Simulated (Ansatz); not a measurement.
For zinc-blende KCl (model structure), LDA in Ansatz (plane waves, PAW) gives:

* **equilibrium lattice constant a**: 6.779 Å
* **enthalpy of formation**: -1.974 eV/atom

Problem. What does r²SCAN in Ansatz (plane waves, PAW) give for the same quantities?

Solution. 
- lattice constant a: 7.014 Å (increases by 3.5 %)
- formation enthalpy: -2.096 eV/atom (moves by -0.122 eV/atom)

Changes are worked out from the printed values.

Unless a cell is named, each level is at its own relaxed cell (LDA 38.93, r²SCAN 43.14 Å³/atom).

Ansatz's density-functional and Hartree–Fock values are scalar-relativistic unless marked +SOC, with PAW data made under PBE.

A model structure was made by putting elements into a prototype or built by hand; it is no filed structure, need not be a known phase, and can be a saddle point held by its symmetry.

Ansatz is a quantum-chemistry and plane-wave program.
